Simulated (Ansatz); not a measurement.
## K: K → La

Consider K in the bcc (W type) structure (space group Im-3m, No. 229; a = 5.344 Å).

One thing is altered: full substitution K → La, then cell and atoms are relaxed.

Level of theory: plane-wave PAW DFT at the r2SCAN level (Ansatz, a quantum-chemistry and plane-wave program, 500 eV), scalar-relativistic without spin-orbit coupling. k-mesh 15×15×15 (Γ-centred); smearing 0.05 eV (Fermi–Dirac), for the changed cell.

```json
{
  "volume_per_atom": "38.28 Å³ (base 76.31 Å³)",
  "lattice_parameter_a": "4.246 Å (base 5.344 Å)",
  "band_gap": "zero (base zero)"
}
```

No phonon test of stability was made. For La in this form, whether it has been made was not checked. The final runs are not spin-polarised. This is not the structure that La has at room temperature and ambient pressure.
